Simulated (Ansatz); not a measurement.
**TiAl under a change: biaxial strain −1.83 %, plane normal [001], relaxed out of plane**

The parent structure is TiAl (space group P4/mmm, No. 123; a = 2.813 Å, c = 4.062 Å; relaxed with 0.1 eV smearing). Axes: x, y, z lie along a, b, c of the conventional cell.

The change: compressive biaxial strain of 1.83 % in the plane normal to [001], as in epitaxy on a mismatched substrate; the out-of-plane cell vector and the atoms relax.

Level of theory: plane-wave PAW DFT at the r2SCAN level (Ansatz, an electronic-structure program, 500 eV), no spin-orbit coupling, earlier PAW set. Settings: 20×20×14 k-points, 0.1 eV Fermi–Dirac smearing.

The shortest interatomic distance shrinks by 0.0515 Å to 2.761 Å and the pressure (mean of the normal stresses, compression positive) goes from zero to 2.5 GPa. The band gap stays zero and the out-of-plane strain amounts to +1.72 %. The mean in-plane stress (compression positive) is +3.7 GPa.

Stability against distortions was not tested. All final runs are without spin polarisation.
